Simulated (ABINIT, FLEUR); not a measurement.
A FLEUR input for a self-consistent single point of LiCl (Fm-3m, 2 atoms in the cell) (DFT, PBE, all-electron FLAPW (FLEUR), scalar-relativistic valence):

Input of the input generator:

```
LiCl crystal
&input film=f /
0.0000000000 0.7071067812 0.7071067812
0.7071067812 0.0000000000 0.7071067812
0.7071067812 0.7071067812 0.0000000000
6.4960924045
1.0 1.0 1.0

2
3 0.0000000000 0.0000000000 0.0000000000
17 0.5000000000 0.5000000000 0.5000000000

&comp jspins=1 /
&kpt div1=11 div2=11 div3=11 /
&end /
```

```xml
<?xml version="1.0" encoding="UTF-8" standalone="no"?>
<fleurInput fleurInputVersion="0.39">
   <comment>
      LiCl crystal                                                                                        
   </comment>
   <calculationSetup>
      <cutoffs Kmax="4.0" Gmax="20.0" GmaxXC="20.0" numbands="0"/>
      <scfLoop itmax="100" minDistance="0.00001" maxIterBroyd="15" imix="Anderson" alpha="0.05" precondParam="0.0" spinf="2.0"/>
      <coreElectrons ctail="T" frcor="F" kcrel="0" coretail_lmax="0"/>
      <xcFunctional name="pbe" relativisticCorrections="F"/>
      <magnetism jspins="1"/>
      <soc l_soc="F" theta="0.0" phi="0.0" spav="F"/>
      <expertModes spex="0" secvar="F"/>
      <geometryOptimization l_f="T" forcealpha="1.0" forcemix="BFGS" epsdisp="0.00001" epsforce="0.00001"/>
      <ldaU l_linMix="F" mixParam="0.05" spinf="1.0"/>
   </calculationSetup>
   <cell>
      <bzIntegration valenceElectrons="10.0" mode="hist" fermiSmearingEnergy="0.00073499">
         <kPointListSelection listName="default-1"/>
         <!-- k-points included here -->
         <xi:include xmlns:xi="http://www.w3.org/2001/XInclude" href="kpts.xml"> </xi:include>
      </bzIntegration>
      <!-- symmetry operations included here -->
      <xi:include xmlns:xi="http://www.w3.org/2001/XInclude" href="sym.xml"> </xi:include>
      <bulkLattice scale="1.0">
         <bravaisMatrix>
            <row-1>    0.0000000000000000     4.5934309905237631     4.5934309905237631</row-1>
            <row-2>    4.5934309905237631     0.0000000000000000     4.5934309905237631</row-2>
            <row-3>    4.5934309905237631     4.5934309905237631     0.0000000000000000</row-3>
         </bravaisMatrix>
      </bulkLattice>
   </cell>
   <atomSpecies>
      <species name="Lithium (Li)" element="Li" atomicNumber="3">
         <mtSphere radius="2.02" gridPoints="669" logIncrement="0.015"/>
         <atomicCutoffs lmax="6" lnonsphr="4"/>
         <electronConfig flipSpins="F">
            <coreConfig></coreConfig>
            <valenceConfig>(1s1/2) (2s1/2)</valenceConfig>
            <stateOccupation state="(2s1/2)" spinUp="0.5" spinDown="0.5"/>
         </electronConfig>
         <energyParameters s="2" p="2" d="3" f="4"/>
         <lo type="SCLO" l="0" n="1" eDeriv="0"/>
         <lo type="SCLO" l="1" n="2" eDeriv="2"/>
         <lo type="SCLO" l="2" n="3" eDeriv="2"/>
      </species>
      <species name="Chlorine (Cl)" element="Cl" atomicNumber="17">
         <mtSphere radius="2.33" gridPoints="771" logIncrement="0.015"/>
         <atomicCutoffs lmax="7" lnonsphr="5"/>
         <electronConfig flipSpins="F">
            <coreConfig>(1s1/2) (2s1/2) (2p1/2) (2p3/2)</coreConfig>
            <valenceConfig>(3s1/2) (3p1/2) (3p3/2)</valenceConfig>
            <stateOccupation state="(3p1/2)" spinUp="0.8333333333333" spinDown="0.8333333333333"/>
            <stateOccupation state="(3p3/2)" spinUp="1.6666666666667" spinDown="1.6666666666667"/>
         </electronConfig>
         <energyParameters s="3" p="3" d="3" f="4"/>
         <lo type="SCLO" l="0" n="3" eDeriv="2"/>
         <lo type="SCLO" l="1" n="3" eDeriv="2"/>
         <lo type="SCLO" l="2" n="3" eDeriv="2"/>
         <lo type="SCLO" l="3" n="4" eDeriv="2"/>
      </species>
   </atomSpecies>
   <atomGroups>
      <atomGroup species="Lithium (Li)">
         <relPos label="                   1">.0000000000 .0000000000 .0000000000</relPos>
         <force calculate="T" relaxXYZ="TTT"/>
      </atomGroup>
      <atomGroup species="Chlorine (Cl)">
         <relPos label="                   2">1.000/2.000 1.000/2.000 1.000/2.000</relPos>
         <force calculate="T" relaxXYZ="TTT"/>
      </atomGroup>
   </atomGroups>
   <output dos="F" band="F" slice="F">
      <checks vchk="F" cdinf="F"/>
      <bandDOS minEnergy="-.5*Htr" maxEnergy="0.5*Htr" sigma="0.015" storeEVData="T"/>
      <vacuumDOS vacdos="F" integ="F" star="F" nstars="0" locx1="0.0" locy1="0.0" locx2="0.0" locy2="0.0" nstm="0" tworkf="0.0"/>
      <unfoldingBand unfoldBand="F" supercellX="1" supercellY="1" supercellZ="1"/>
      <plotting iplot="0" polar="F">
         <plot TwoD="T" vec1="  1.0  0.0  0.0" vec2="  0.0  1.0  0.0" vec3="  0.0  0.0  1.0" zero="  0.0  0.0  0.0" file="plot"/>
      </plotting>
      <chargeDensitySlicing numkpt="0" minEigenval="0.0" maxEigenval="0.0" nnne="0" pallst="F"/>
      <specialOutput eonly="F"/>
      <magneticCircularDichroism mcd="F" energyLo="-10.0" energyUp="0.0"/>
   </output>
  <!-- We include the file relax.xml here to enable relaxations (see documentation) -->
  <xi:include xmlns:xi="http://www.w3.org/2001/XInclude" href="relax.xml"> <xi:fallback/> </xi:include>
</fleurInput>
```

Question: Translate this input to ABINIT.

Answer: This is the input that was run; spellings and numerical settings could be chosen otherwise.

```
# LiCl, JTH v2.0 PBE PAW
pp_dirpath "./"
pseudos "Li.GGA_PBE-JTH.xml, Cl.GGA_PBE-JTH.xml"
acell 6.4960924045 6.4960924045 6.4960924045
rprim
         0.0000000000    0.7071067812    0.7071067812
         0.7071067812    0.0000000000    0.7071067812
         0.7071067812    0.7071067812    0.0000000000
natom 2
ntypat 2
znucl 3 17
typat 1 2
xcart
         0.0000000000    0.0000000000    0.0000000000
         2.4307390000    2.4307390000    2.4307390000
      Angstrom
ecut 26 Ha
pawecutdg 52 Ha
pawxcdev 0
occopt 3
tsmear 0.00073499
nband 10
kptopt 1
ngkpt 11 11 11
nshiftk 1
shiftk 0 0 0
nstep 60
tolvrs 1.0e-11
prtwf 0
prtden 0
enunit 2
```

Basis settings and potentials, where a program has them, do not carry over. This input uses DFT, PBE, plane waves, PAW (JTH v2.0 PBE PAW). Both were run: gap on the mesh 6.922 eV in FLEUR and 6.911 in ABINIT.

On FLEUR: the starting cell comes from a database of computed structures (which also holds hypothetical and non-ambient phases and stackings), without a prior relaxation at this level. Its lattice was rescaled by a random factor within 2.5 % of one. For this run, on top of that: lattice scaled by 0.98. Values depend on the basis (sphere radii, cutoffs, local orbitals), which need not be converged.

On ABINIT: the starting cell comes from a database of computed structures (which also holds hypothetical and non-ambient phases and stackings), without a prior relaxation at this level. Its lattice was rescaled by a random factor within 2.5 % of one. For this run, on top of that: lattice scaled by 0.98. With a pressure of about 8 GPa the cell is away from its equilibrium volume at this level.
